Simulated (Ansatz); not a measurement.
Input and output of a relaxation of cell and atoms for CaO (Fm-3m, 2 atoms in the cell) (Ansatz, a first-principles code).

Computed with PBE, PAW files (plane waves; Ansatz).

```xyz
2
Lattice="0.0000 2.3543 2.3543 2.3543 0.0000 2.3543 2.3543 2.3543 0.0000" Properties=species:S:1:pos:R:3 pbc="T T T"
Ca     0.0000     0.0000     0.0000
O      2.3543     2.3543     2.3543
```

Reference input (self-consistent single point, DFT, PBE, plane waves, PAW files): basis.ecutwfc = 420 eV; kpoints.mp_grid.grid = 12 12 12; hamiltonian.xc = pbe; hamiltonian.pseudopotentials = {kind: paw} (the program's default PAW files); scf.occupations.method = fermi_dirac; scf.occupations.width = 0.02 eV. This run's input differs from it in these lines:

```diff
@@ -17,2 +17,4 @@
   occupations: { method: fermi_dirac, width: 0.02 eV }
+relax:
+  cell: {}
 output:
```

Output (repeated stretches shortened):

```
   [... SCF lines of the steps left out ...]
relax step   1: F+E_penalty+E_count = -2387.67044618 eV  Δ(F+E_penalty+E_count) = +0.000e0 eV  max|allowed force component| = 7.067e-30 eV/Å  Δτ_max = 0.0000 Å  P = +9.570 GPa  Ω = 26.098 Å³  (7 SCF iters, dr2 threshold 1.00e-7 eV, accepted)
relax step   2: F+E_penalty+E_count = -2387.72316489 eV  Δ(F+E_penalty+E_count) = -5.272e-2 eV  max|allowed force component| = 6.755e-30 eV/Å  Δτ_max = 0.0000 Å  P = -0.690 GPa  Ω = 28.275 Å³  energy of the carried Pulay correction = -3.143e-3 eV  [...]
   [... lines left out ...]
relax step   6: F+E_penalty+E_count = -2387.72847877 eV  Δ(F+E_penalty+E_count) = +3.430e-5 eV  max|allowed force component| = 3.911e-30 eV/Å  Δτ_max = 0.0000 Å  P = +0.011 GPa  Ω = 28.179 Å³  energy of the carried Pulay correction = -1.131e-4 eV  [...]
relax step   7: F+E_penalty+E_count = -2387.72861231 eV  Δ(F+E_penalty+E_count) = -1.335e-4 eV  max|allowed force component| = 6.968e-30 eV/Å  Δτ_max = 0.0000 Å  P = +0.013 GPa  Ω = 28.179 Å³  stress off target by 1.28e-2 GPa  SCF on the basis [...]
basis re-selected at this cell: Δ(F+E_penalty+E_count) = -1.335e-4 eV, ΔP = +0.002 GPa vs the last step
the relaxation is at rest under the 48 symmetry operations that the run kept from its start: a minimum is not shown …
Free energy (F): -2387.728612 eV
Internal energy: -2387.728612 eV  (E = F + TS)
E sigma→0 (E₀):  -2387.728612 eV
Fermi energy:    9.368968 eV
--- Forces (eV/Å), atoms counted from 1 ---
  atom   1  Ca    -0.00000000     0.00000000    -0.00000000
  atom   2  O      0.00000000    -0.00000000    -0.00000000
   [... lines left out ...]
  cell:  # Å, volume = 28.1790 Å³
    - [-8.6621324585416e-34, 2.4152660368247134, 2.4152660368247134]
    - [2.4152660368247134, -1.0190744039600195e-34, 2.4152660368247134]
    - [2.4152660368247134, 2.4152660368247134, -5.6049092361851485e-34]
  atoms:
    - { symbol: Ca, position: [1.278209466033095e-35, -1.874707216848129e-35, -2.3859910032595077e-35] }
    - { symbol: O, position: [0.5, 0.5, 0.5] }
```

The run converged. 

Summary of the result:
* **Free energy E − TS (on the zero of these files)**: -2387.7286 eV
* **Top of the valence band (on the code's own zero)**: 7.54 eV
* **Gap on the k-point mesh**: 3.66 eV
* **Pressure**: 0.01 GPa
* **Final cell**: a = b = c = 3.416 Å, α = β = γ = 60.00°
* **Final volume per atom**: 14.09 Å³
* **Relaxation steps**: 7

The starting cell comes from a database of computed structures (which also holds hypothetical and non-ambient phases and stackings), without a prior relaxation at this level. Its lattice was rescaled by a random factor within 2.5 % of one. The relaxation keeps the symmetry of its start, so its end need not be a minimum. Ansatz's pressure includes its estimate of the finite-basis (Pulay) stress.

Keys are those of Ansatz 0.2.
